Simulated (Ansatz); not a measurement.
## Cl on the 1x1 (110) surface of 3C silicon carbide (cut with top plane C + Si), one in a 2x2 cell, started at the site 'over C at depth 1.5 Å'

Host crystal: 3C silicon carbide, with a band gap (PBE, scalar-relativistic without spin-orbit coupling).

Level of theory: r2SCAN, at the PBE geometry and the start's symmetry (plane waves to 500 eV, PAW; Ansatz, a quantum-chemistry and plane-wave program).

Slab: 49 atoms, 7.7 Å thick at the start under the adsorbate (thin: gaps and levels are the slab's own); k 3x3x1, smearing 0.01 eV, dipole-corrected; single point; on the structure that PBE left under its start's symmetry; spin-polarised, ending with about 1.0 μB a cell; orders that need a larger cell were not tried, no spin-orbit, no U, no dispersion correction. The program's check for a lower electronic state was not made. At the end it is bonded to Si. In PBE it is, or lies within 0.03 eV of, the lowest of the starts that converged; the order may differ at this level.

```
Property                                                                                                                 Value
--------------------------------------------------------------------------------------  --------------------------------------
adsorption energy against ½ Cl2(g) at the same level                                                                  -2.13 eV
change of the step from the bottom to the top vacuum level, against the clean slab                                     0.28 eV
height of the binding atom over the mean of the host atoms within 0.3 Å of the top one                              3.679 bohr
magnetic moment of the cell                                                                                            1.00 μB
nearest host atoms of the binding atom                                                  Si at 2.07 Å, C at 3.16 Å, C at 3.16 Å
cost                                                                                               very roughly 9 core-minutes
```

A negative adsorption energy means that the adsorbate is more stable on the surface than in its reference.
